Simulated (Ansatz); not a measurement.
# Response to strain in CrI3

Base system: CrI3 in the BiI3 type structure (space group R-3, No. 148; ferromagnetic; layered, stacked along the Cartesian z axis).

```xyz
8
Lattice="3.4091 1.9682 6.4926 -3.4091 1.9682 6.4926 0.0000 -3.9365 6.4926" Properties=species:S:1:pos:R:3 pbc="T T T"
Cr     0.0000     0.0000     6.5026
Cr     0.0000     0.0000    12.9751
I     -2.2281    -0.0954     8.0470
I      1.1967    -1.8819     8.0470
I      1.0314     1.9773     8.0470
I      2.2281     0.0954    11.4307
I     -1.1967     1.8819    11.4307
I     -1.0314    -1.9773    11.4307
```

Cartesian axes are those of the cell as printed.

Strains are applied to the cell and any free atomic positions relax; under biaxial strain the out-of-plane vector relaxes too.

Method: plane-wave PAW DFT at the PBE-D3(BJ) level (Ansatz, a quantum-chemistry and plane-wave program, 420 eV), no SOC.

Base values:

The band gap comes out as 1.08 eV.

Q: The aim is a band gap between 0.83 eV and 0.93 eV. Which of these changes reaches it?
A. biaxial strain −0.62 %, plane normal [001], relaxed out of plane
B. biaxial strain +2.88 %, plane normal [001], relaxed out of plane
C. isotropic strain −5.47 %
D. isotropic strain +0.92 %

A: C, isotropic strain −5.47 %. It gives 0.88 eV; biaxial strain −0.62 %, plane normal [001], relaxed out of plane gives 1.08 eV; biaxial strain +2.88 %, plane normal [001], relaxed out of plane gives 1.05 eV; isotropic strain +0.92 % gives 1.10 eV. Changes not listed may reach it too

Other magnetic orders, which the real material may have, were not ruled out. Spin-orbit coupling, missing from the scalar runs, can matter with I. Stability against distortions was not tested.
